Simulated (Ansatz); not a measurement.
**Te (model structure, started from the diamond type, Fd-3m, No. 227, 2 atoms in the cell)**

These are PBE (Ansatz, an electronic-structure program, plane waves, PAW) values and carry that method's errors.

Numerical settings: plane-wave cutoff 520 eV, 16×16×16 k mesh, Fermi–Dirac smearing 0.05 eV, scalar-relativistic PAW data made under PBE.

Cell (relaxed at this level):

```
Te
1.0
    0.00000     3.59254     3.59254
    3.59254     0.00000     3.59254
    3.59254     3.59254     0.00000
Te
2
Direct
  0.25000   0.25000   0.25000
  0.00000   0.00000   0.00000
```

```json
{
 "band_gap": "none",
 "bulk modulus B0": "26.6 GPa"
}
```

Note: the bulk modulus is −V dP/dV from two relaxed cells at ±2 % in volume; the relaxation could raise the start's symmetry but not lower it, so the cell can be a saddle point.

Spin–orbit coupling is not included; it can open a gap where bands touch, and shift volumes and moduli.

Cost on a shared machine: very roughly 30 core-seconds.

A model structure was made by putting elements into a prototype or built by hand; it is no filed structure, need not be a known phase, and can be a saddle point held by its symmetry.
